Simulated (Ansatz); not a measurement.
La2O3 (Ia-3, No. 206, 40 atoms in the cell; start mp-2292; a measured phase of this formula has another space group), treated with r²SCAN+rVV10 in Ansatz (PAW).

Settings: plane-wave cutoff 560 eV, 4×4×4 k mesh, Fermi–Dirac smearing 0.01 eV, scalar-relativistic PAW data made under PBE.

Cell (relaxed at this level):

```yaml
crystal:
  lattice:
    - [-5.67228, 5.67228, 5.67228]
    - [5.67228, -5.67228, 5.67228]
    - [5.67228, 5.67228, -5.67228]
  atoms:
    - { symbol: La, position: [0.72139, 0.47139, 0.25000] }
    - { symbol: La, position: [0.27861, 0.52861, 0.75000] }
    - { symbol: La, position: [0.77861, 0.02861, 0.75000] }
    - { symbol: La, position: [0.22139, 0.97139, 0.25000] }
    - { symbol: La, position: [0.25000, 0.72139, 0.47139] }
    - { symbol: La, position: [0.75000, 0.27861, 0.52861] }
    - { symbol: La, position: [0.75000, 0.77861, 0.02861] }
    - { symbol: La, position: [0.25000, 0.22139, 0.97139] }
    - { symbol: La, position: [0.47139, 0.25000, 0.72139] }
    - { symbol: La, position: [0.52861, 0.75000, 0.27861] }
    - { symbol: La, position: [0.02861, 0.75000, 0.77861] }
    - { symbol: La, position: [0.97139, 0.25000, 0.22139] }
    - { symbol: La, position: [0.50000, 0.00000, 0.00000] }
    - { symbol: La, position: [0.50000, 0.50000, 0.50000] }
    - { symbol: La, position: [0.00000, 0.00000, 0.50000] }
    - { symbol: La, position: [0.00000, 0.50000, 0.00000] }
    - { symbol: O, position: [0.48889, 0.75857, 0.02640] }
    - { symbol: O, position: [0.51111, 0.24143, 0.97360] }
    - { symbol: O, position: [0.23217, 0.46249, 0.47360] }
    - { symbol: O, position: [0.76783, 0.53751, 0.52640] }
    - { symbol: O, position: [0.01111, 0.03751, 0.26968] }
    - { symbol: O, position: [0.98889, 0.96249, 0.73032] }
    - { symbol: O, position: [0.26783, 0.74143, 0.23032] }
    - { symbol: O, position: [0.73217, 0.25857, 0.76968] }
    - { symbol: O, position: [0.02640, 0.48889, 0.75857] }
    - { symbol: O, position: [0.97360, 0.51111, 0.24143] }
    - { symbol: O, position: [0.47360, 0.23217, 0.46249] }
    - { symbol: O, position: [0.52640, 0.76783, 0.53751] }
    - { symbol: O, position: [0.26968, 0.01111, 0.03751] }
    - { symbol: O, position: [0.73032, 0.98889, 0.96249] }
    - { symbol: O, position: [0.23032, 0.26783, 0.74143] }
    - { symbol: O, position: [0.76968, 0.73217, 0.25857] }
    - { symbol: O, position: [0.75857, 0.02640, 0.48889] }
    - { symbol: O, position: [0.24143, 0.97360, 0.51111] }
    - { symbol: O, position: [0.46249, 0.47360, 0.23217] }
    - { symbol: O, position: [0.53751, 0.52640, 0.76783] }
    - { symbol: O, position: [0.03751, 0.26968, 0.01111] }
    - { symbol: O, position: [0.96249, 0.73032, 0.98889] }
    - { symbol: O, position: [0.74143, 0.23032, 0.26783] }
    - { symbol: O, position: [0.25857, 0.76968, 0.73217] }
```

**Question.** What does this level give for the band gap and smallest direct gap on the k points sampled?

**Answer.** 
- band gap = 3.78 eV
- smallest direct gap on the k points sampled = 3.96 eV

Spin–orbit coupling is not included.

Static lattice: no zero-point or thermal effects.

Cost on a shared machine: very roughly 7 core-minutes.

A start named mp-… is a Materials Project structure, which need not be a measured phase.

Ansatz is a quantum-chemistry and plane-wave program.
